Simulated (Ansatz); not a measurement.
Given:

```
CELL_PARAMETERS angstrom
      4.01340     0.00000     0.00000
      0.00000     4.01340     0.00000
      2.00670     2.00670     2.83790
ATOMIC_POSITIONS crystal
  Al 0.00000 0.00000 0.00000
  As 0.25000 0.75000 0.50000
```

Space group of this cell: F-43m, zinc blende. The cell is taken as given.

The current runs along the normal of the first two printed vectors, the (001) plane. All runs by Ansatz (a program for electronic structure), plane waves and PAW, without spin-orbit coupling; the base is PBEsol.

```json
[
 {"run": "base", "mean pressure (GPa)": "0.0", "gap (eV)": "1.34", "mid-gap κ (1/Å)": "0.112"},
 {"run": "all lengths scaled by 0.98", "mean pressure (GPa)": "4.9", "gap (eV)": "1.24", "mid-gap κ (1/Å)": "0.124"},
 {"run": "all lengths scaled by 1.02", "mean pressure (GPa)": "-3.8", "gap (eV)": "1.44", "mid-gap κ (1/Å)": "0.092"},
 {"run": "lda in place of pbesol", "mean pressure (GPa)": "-1.8", "gap (eV)": "___", "mid-gap κ (1/Å)": "___"},
 {"run": "lengths across the current scaled by 0.98, ions clamped", "mean pressure (GPa)": "3.1", "gap (eV)": "1.21", "mid-gap κ (1/Å)": "0.125"},
 {"run": "lengths across the current scaled by 1.02, ions clamped", "mean pressure (GPa)": "-2.7", "gap (eV)": "___", "mid-gap κ (1/Å)": "___"},
 {"run": "lengths along the current scaled by 0.97, ions clamped", "mean pressure (GPa)": "2.3", "gap (eV)": "1.10", "mid-gap κ (1/Å)": "0.112"},
 {"run": "lengths along the current scaled by 1.03, ions clamped", "mean pressure (GPa)": "-2.1", "gap (eV)": "___", "mid-gap κ (1/Å)": "___"}
]
```

Question: Fill in the missing entries.

Answer: 
- lda in place of pbesol, gap (eV): 1.36
- lda in place of pbesol, mid-gap κ (1/Å): 0.107
- lengths across the current scaled by 1.02, ions clamped, gap (eV): 1.29
- lengths across the current scaled by 1.02, ions clamped, mid-gap κ (1/Å): 0.096
- lengths along the current scaled by 1.03, ions clamped, gap (eV): 1.30
- lengths along the current scaled by 1.03, ions clamped, mid-gap κ (1/Å): 0.107
